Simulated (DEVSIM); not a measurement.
Device: Si p+/n-/n+ power diode, at 400 K.

```csv
layer (left to right),material,thickness (μm),Nd (cm⁻³),Na (cm⁻³),τn (s),τp (s)
1,Si,0.960,-,5.3e18,0.00058,0.00058
2,Si,32.0,1.1e15,-,0.00058,0.00058
3,Si,1.80,3e18,-,0.00058,0.00058
```

Left contact: ohmic. Right contact: ohmic. Voltage is applied to the left contact. Recombination: SRH at mid-gap, Auger. Mobility is μmin + (μ − μmin)/(1 + (N/Nref)^α).

This is a model device: material constants are rounded textbook-type values typed into the input, and sizes, dopings and lifetimes were drawn at random. Values at 300 K; Nc and Nv go as T^1.5, mobilities as T to minus their exponent, the gap by Varshni's rule with the affinity fixed.

```tsv
parameter	Si
gap (eV)	1.124
affinity (eV)	4.05
permittivity	11.7
Nc (cm⁻³)	2.86e19
Nv (cm⁻³)	3.1e19
μn (cm²/Vs)	1417
μp (cm²/Vs)	470
μn,min	52
μp,min	45
Nref,n	9.7e16
Nref,p	2.2e17
αn	0.68
αp	0.72
T exponent of μn	2.3
T exponent of μp	2.2
Cn (cm⁶/s)	2.8e-31
Cp (cm⁶/s)	9.9e-32
Varshni α (eV/K)	0.000473
Varshni β (K)	636
```

Model (solved in DEVSIM): 1D drift-diffusion, Boltzmann statistics, complete ionisation; no tunnelling, impact ionisation, image-force lowering or self-heating.

The thickness of layer 1 was swept, all else fixed.

```csv
thickness of layer 1 (μm),dark forward voltage at 100 A/cm² (V),dark forward voltage at 1 A/cm² (V)
0.19,0.709,0.535
0.34,0.722,0.551
0.58,0.733,0.565
0.96,0.743,0.576
1.6,0.752,0.585
2.9,0.761,0.592
4.8,…,…
```

Question: Fill in the missing entries.

Answer: 
- 4.8, dark forward voltage at 100 A/cm² (V): 0.767
- 4.8, dark forward voltage at 1 A/cm² (V): 0.597
